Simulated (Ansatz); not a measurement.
**LiCl (model structure, F-43m, No. 216, 2 atoms in the cell)**

These are r²SCAN (Ansatz, a program for electronic structure, PAW) values and carry that method's errors.

Numerical settings: plane-wave cutoff 560 eV, 10×10×10 k mesh, Fermi–Dirac smearing 0.01 eV, scalar-relativistic PAW data made under PBE.

Cell (relaxed at this level):

```xyz
2
Lattice="0.0000 2.7336 2.7336 2.7336 0.0000 2.7336 2.7336 2.7336 0.0000" Properties=species:S:1:pos:R:3 pbc="T T T"
Li     0.0000     0.0000     0.0000
Cl     1.3668     1.3668     1.3668
```

```
Item                                Value
------------  ---------------------------
band gap      6.71 eV (on the SCF k mesh)
bulk modulus                     26.4 GPa
```

Note: the bulk modulus is −V dP/dV from two relaxed cells at ±2 % in volume; the relaxation could raise the start's symmetry but not lower it, so the cell can be a saddle point.

Computed values are for the static lattice.

The result took about 19 core-seconds (a rough figure).

A model structure was made by putting elements into a prototype or built by hand; it is no filed structure, need not be a known phase, and can be a saddle point held by its symmetry.
